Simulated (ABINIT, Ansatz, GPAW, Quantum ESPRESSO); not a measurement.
# Code comparison for La₃Hg (I4/mmm, 4 atoms in the cell)

Self-consistent single point.

```xyz
4
Lattice="-2.4709 2.4709 5.2209 2.4709 -2.4709 5.2209 2.4709 2.4709 -5.2209" Properties=species:S:1:pos:R:3 pbc="T T T"
La     0.0000     2.4709     2.6105
La     2.4709     0.0000     2.6105
La     0.0000     0.0000     5.2209
Hg     0.0000     0.0000     0.0000
```

All programs got the same cell, k-point mesh and kind of occupations (in Ansatz's words: kpoints.mp_grid.grid = 7 7 7; scf.occupations.method = fermi_dirac; scf.occupations.width = 0.1 eV); potentials, basis and cutoffs are each program's usual ones.

| code | model | pressure (GPa) | cutoff |
|---|---|---|---|
| GPAW | LDA (Perdew-Wang 92), GPAW PAW datasets LDA (gpaw-data 1.0.1) | -4.16 | 850 eV |
| Quantum ESPRESSO | LDA (PZ), GBRV 1.5 ultrasoft (LDA) pseudopotentials | -4.25 | 40 Ry |
| ABINIT | LDA (PW92), PAW (JTH v2.0 LDA PAW) | -4.25 | 26 Ha |
| Ansatz | LDA (PW92), PAW files made with PBE | -4.41 | 420 eV |

The spread over the programs that give each value: pressure within 0.25 GPa.

The starting cell comes from a database of computed structures (which also holds hypothetical and non-ambient phases and stackings), without a prior relaxation at this level. Its lattice was rescaled by a random factor within 2.5 % of one. On Ansatz's run: Spin-orbit coupling is off. In the base run, with a pressure of about -4 GPa the cell is away from its equilibrium volume at this level.

Question: Why do the programs differ, and what cannot be compared?

Answer: Differences of this kind can come from the potentials, where these differ, and from what each basis and cutoff leave unconverged. The valence holds different numbers of electrons (GPAW 51, Quantum ESPRESSO 45, ABINIT 45, Ansatz (a program for electronic structure) 53). The zero of total energies and Fermi levels follows the potentials and each program's conventions, so they are not compared here. Ansatz's pressure is given at a fixed set of plane waves, as the other plane-wave codes print theirs. The same LDA comes in different parametrisations, which differ slightly.

Left out of this page: Elk (failed or unconverged); FLEUR (with a known weakness of the program).

Keys are those of Ansatz 0.2.
